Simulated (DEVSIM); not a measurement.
System: abrupt Si n-p junction, at 300 K.

Layer 1 from the left is Si, thickness (μm) 1.30, Nd (cm⁻³) 4.6e17, τn (s) 1.6e-6, τp (s) 1.6e-6. Layer 2 from the left is Si, thickness (μm) 19.0, Na (cm⁻³) 1.9e15, τn (s) 1.6e-6, τp (s) 1.6e-6.

Left contact: ohmic. Right contact: ohmic. Voltage is applied to the left contact. Recombination: SRH at mid-gap. Mobility is constant in doping.

Constants are typed, rounded textbook-type inputs, not results; the design itself was drawn at random and stands for no fabricated device. Values at 300 K.

Si: gap (eV) 1.124, affinity (eV) 4.05, permittivity 11.7, Nc (cm⁻³) 2.86e19, Nv (cm⁻³) 3.1e19, μn (cm²/Vs) 1417, μp (cm²/Vs) 470.

Estimate by hand the built-in potential, the peak field at zero bias, the capacitance at 0.6 V, and compare with a numerical solution.


- Built-in potential: ni = √(Nc Nv) exp(−Eg/2kT) = 1.08e10 cm⁻³ with Eg = 1.124 eV; Vbi = kT/q ln(Na Nd/ni²) = 0.766 V; numerical 0.766 V.
- Peak field at zero bias: depletion approximation: W = √(2εVbi/(qN)) = 0.724 μm with N = 1.89e15 cm⁻³; field = 2Vbi/W = 21200 V/cm; numerical 40300 V/cm (estimate below by 47 %).
- Capacitance at 0.6 V: C = √(qεN / 2(Vbi + |V|)) = 10.7 nF/cm²; numerical 11.1 nF/cm² (estimate below by 3.3 %).

Model (solved in DEVSIM): 1D drift-diffusion, Boltzmann statistics, complete ionisation; no tunnelling, impact ionisation, image-force lowering or self-heating.
